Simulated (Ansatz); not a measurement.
**How far PBE and r2SCAN part for BN, B → Al**

Take BN in the zinc blende structure (space group F-43m, No. 216; a = 3.6241 Å) as the base.

(Cell as relaxed with PBE.)

Levels (all Ansatz, a program for electronic structure, PAW, earlier PAW set): PBE (420 eV, spin-orbit coupling left out); r2SCAN (500 eV, no SOC).

Each level relaxes its own structure.

```
base                     PBE   r2SCAN
-------------------  -------  -------
volume per atom      5.95 Å³  5.88 Å³
lattice parameter a  3.624 Å  3.609 Å
band gap             4.46 eV  4.99 eV
```

Perturbation: Al takes the place of B on all its sites, then cell and atoms are relaxed.

```csv
quantity,PBE,r2SCAN
band gap,3.31 eV,3.93 eV
gap character,"indirect, Γ → X","indirect, Γ → X"
shift of the gap caused by the change,-1.15 eV,-1.06 eV
smallest direct gap,3.98 eV,4.84 eV
```

PBE's band gap lies 0.62 eV below r2SCAN's; PBE's shift of the gap caused by the change lies 0.09 eV below r2SCAN's; PBE's smallest direct gap lies 0.86 eV below r2SCAN's; the two agree on the gap character. Neither level is exact; r2SCAN is the comparison here, not a measurement.

Whether these cells are dynamically stable was not tested. This is not the structure that AlN has at room temperature and ambient pressure.
